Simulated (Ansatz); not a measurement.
Consider interstitial N in 4H silicon carbide, charge state -1. Level of theory: PBE, PAW (plane waves to 420 eV; Ansatz, a program for electronic structure).

72-site cell at the relaxed PBE lattice, the Γ point alone, smearing 0.01 eV, spin-restricted, no finite-size correction. No zero-point or tunnelling terms. The charge state is imposed; whether it is stable for some Fermi level was not computed. Sites that were not tried may lie lower. The order of the sites in energy changes with the mesh.

Barriers: single points on a 2×2×2 k-point mesh shifted by half a step along c at the bands' geometries (they differ from the bands' own by up to 0.30 eV, and are uncertain by about as much).

The step: a concerted move, in which N travels most. Atoms about the jump, Cartesian Å from the middle of the jump, before and after:

```csv
atom,x0,y0,z0,x1,y1,z1
N1,0.53,-0.30,-0.90,-0.53,0.30,0.90
Si2,-0.99,-0.50,-0.26,-0.78,-0.16,-0.68
C3,-0.87,-0.29,1.61,-0.88,-0.45,2.06
Si4,0.72,-1.16,2.16,0.74,-1.24,2.30
C5,1.12,0.99,-1.17,0.81,0.70,-1.16
Si6,2.28,-0.29,-0.39,2.25,-0.24,-0.37
C7,2.26,-0.26,1.53,2.22,-0.27,1.55
Si8,-0.83,1.51,2.17,-0.78,1.51,2.14
Si9,0.76,2.52,-0.33,0.75,2.43,-0.36
C10,0.72,2.42,1.56,0.77,2.46,1.55
C11,-0.89,-2.22,-0.96,-0.81,-2.01,-0.99
Si12,0.74,-2.95,-0.37,0.73,-2.92,-0.34
C13,0.73,-2.95,1.54,0.74,-2.97,1.56
Si14,2.27,1.52,2.15,2.27,1.53,2.17
C15,-2.33,0.60,-0.96,-2.41,0.66,-1.09
C16,2.33,-2.10,-0.99,2.28,-2.04,-0.98
Si17,-2.39,-1.18,2.23,-2.46,-1.24,2.27
Si18,0.82,0.71,-2.95,0.78,0.67,-3.00
```

Give the saddle-point geometry and the barrier.


```json
[
 {"atom": "N1", "x": "0.27", "y": "-0.07", "z": "0.50"},
 {"atom": "Si2", "x": "-1.08", "y": "-0.44", "z": "-0.36"},
 {"atom": "C3", "x": "-0.95", "y": "-0.26", "z": "1.76"},
 {"atom": "Si4", "x": "0.76", "y": "-1.09", "z": "2.07"},
 {"atom": "C5", "x": "1.11", "y": "0.84", "z": "-1.20"},
 {"atom": "Si6", "x": "2.32", "y": "-0.23", "z": "-0.35"},
 {"atom": "C7", "x": "2.41", "y": "-0.24", "z": "1.58"},
 {"atom": "Si8", "x": "-0.85", "y": "1.55", "z": "2.21"},
 {"atom": "Si9", "x": "0.77", "y": "2.42", "z": "-0.38"},
 {"atom": "C10", "x": "0.72", "y": "2.39", "z": "1.54"},
 {"atom": "C11", "x": "-0.88", "y": "-2.11", "z": "-1.02"},
 {"atom": "Si12", "x": "0.72", "y": "-2.91", "z": "-0.36"},
 {"atom": "C13", "x": "0.72", "y": "-2.91", "z": "1.52"},
 {"atom": "Si14", "x": "2.30", "y": "1.52", "z": "2.17"},
 {"atom": "C15", "x": "-2.37", "y": "0.64", "z": "-0.99"},
 {"atom": "C16", "x": "2.27", "y": "-2.03", "z": "-0.98"},
 {"atom": "Si17", "x": "-2.42", "y": "-1.21", "z": "2.24"},
 {"atom": "Si18", "x": "0.80", "y": "0.65", "z": "-2.94"}
]
```
It lies 2.59 eV above the start and 2.60 eV above the end. The check of the saddle point's order was inconclusive.
